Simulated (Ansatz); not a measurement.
# Ta under a change: isotropic strain +3.00 %

Base system: Ta in the bcc (W type) structure (space group Im-3m, No. 229; a = 3.3061 Å; relaxed with 0.1 eV smearing).

One thing is altered: an isotropic linear strain of +3.00 %; the atoms relax in the strained cell.

The values are results of Kohn–Sham DFT with the r2SCAN functional, run in Ansatz (a program for electronic structure) with PAW and 500 eV plane waves, no spin-orbit coupling, not measurements. Settings: 28×28×28 k-points, 0.1 eV Fermi–Dirac smearing.

- Volume per atom = 19.74 Å³ (base 18.07 Å³)
- Space group = Im-3m (No. 229) (base Im-3m (No. 229))
- Shortest interatomic distance = 2.949 Å (base 2.863 Å)
- Energy relative to the base (free energy F) = +85 meV/atom
- Pressure = -15.2 GPa (base 0.0 GPa)
- Band gap = zero (base zero)

No phonon test of stability was made. The final runs are not spin-polarised.
